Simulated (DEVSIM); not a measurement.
System: abrupt In0.53Ga0.47As n-p junction, at 300 K.

Layer 1 from the left is In0.53Ga0.47As, thickness (μm) 0.0730, Nd (cm⁻³) 1.5e16, τn (s) 3.9e-8, τp (s) 3.9e-8. Layer 2 from the left is In0.53Ga0.47As, thickness (μm) 7.90, Na (cm⁻³) 2.6e14, τn (s) 3.9e-8, τp (s) 3.9e-8.

Left contact: ohmic. Right contact: ohmic. Voltage is applied to the left contact. Recombination: SRH at mid-gap, radiative, Auger. Mobility is μmin + (μ − μmin)/(1 + (N/Nref)^α).

This is a model device: material constants are rounded textbook-type values typed into the input, and sizes, dopings and lifetimes were drawn at random. Values at 300 K.

In0.53Ga0.47As: gap (eV) 0.74, affinity (eV) 4.51, permittivity 13.9, Nc (cm⁻³) 2.1e17, Nv (cm⁻³) 7.7e18, μn (cm²/Vs) 12000, μp (cm²/Vs) 300, μn,min 300, μp,min 10, Nref,n 1.3e17, Nref,p 4.9e17, αn 0.48, αp 0.4, B (cm³/s) 9.6e-11, Cn (cm⁶/s) 5e-29, Cp (cm⁶/s) 5e-29.

Q: Estimate by hand the built-in potential, the peak field at zero bias, and compare with a numerical solution.

A: 
- Built-in potential: ni = √(Nc Nv) exp(−Eg/2kT) = 7.74e11 cm⁻³ with Eg = 0.740 eV; Vbi = kT/q ln(Na Nd/ni²) = 0.406 V; numerical 0.406 V.
- Peak field at zero bias: depletion approximation: W = √(2εVbi/(qN)) = 1.56 μm with N = 2.56e14 cm⁻³; field = 2Vbi/W = 5200 V/cm; numerical 7410 V/cm (estimate below by 30 %).

Simulated with DEVSIM: 1D drift-diffusion, Boltzmann statistics, complete ionisation; no tunnelling, impact ionisation, image-force lowering or self-heating.
